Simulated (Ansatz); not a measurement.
We consider BP (model structure, started from the BN type, Pm-3n, No. 223, 12 atoms in the cell), described by HSE06 (PAW; Ansatz, a first-principles code).

Settings: plane-wave cutoff 460 eV, 4×4×4 k mesh, Fermi–Dirac smearing 0.01 eV, scalar-relativistic PAW data made under PBE.

Cell (relaxed with PBEsol):

```cif
data_B6P6
_chemical_formula_sum 'B6 P6'
_space_group_name_H-M_alt 'Pm-3n'
_space_group_IT_number 223
_space_group_name_Hall '-P 4n 2 3'
_cell_length_a 5.56185
_cell_length_b 5.56185
_cell_length_c 5.56185
_cell_angle_alpha 90.000
_cell_angle_beta 90.000
_cell_angle_gamma 90.000
loop_
_atom_site_label
_atom_site_type_symbol
_atom_site_symmetry_multiplicity
_atom_site_Wyckoff_symbol
_atom_site_fract_x
_atom_site_fract_y
_atom_site_fract_z
_atom_site_occupancy
B1 B 6 c 0.00000 0.50000 0.25000 1
P1 P 6 d 0.00000 0.25000 0.50000 1
```

Question: What does this level give for the band gap, smallest direct gap on the k points sampled and direct gap at Γ?

Answer: 
* **band gap**: 1.30 eV (indirect)
* **smallest direct gap on the k points sampled**: 1.77 eV
* **direct gap at Γ**: 2.06 eV

Note: the relaxation could raise the start's symmetry but not lower it, so the cell can be a saddle point; cell and atoms aren't relaxed at this level (pressure 0.3 GPa).

Static lattice: no zero-point or thermal effects.

It cost very roughly 6 core-minutes of CPU time.

A model structure was made by putting elements into a prototype or built by hand; it is no filed structure, need not be a known phase, and can be a saddle point held by its symmetry.
